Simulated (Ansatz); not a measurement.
Start from WSe₂ in the 2H-MoS2 type structure (space group P6_3/mmc, No. 194; a = 3.300 Å, c = 13.151 Å; layered, stacked along the Cartesian z axis).

All numbers come from Ansatz (a first-principles code) r2SCAN+rVV10, no spin-orbit coupling.

For the base:

The valence-band top at Γ is 0.00, -1.06, -1.29 eV.

Now apply this change: every lattice vector is stretched by 1.90 %, atoms relaxed at fixed cell.

Predict the new valence-band top at Γ and energy relative to the base.

The valence-band top at Γ (three highest levels, from the VBM) changes from 0.00, -1.06, -1.29 eV to 0.00, -0.86, -1.34 eV; the energy goes up by 13 meV/atom.

Spin-orbit coupling, missing from the scalar runs, can matter with W. The levels and masses belong to the bands next to the band gap. The cells carry an imposed strain or load. Stability against distortions was not tested.
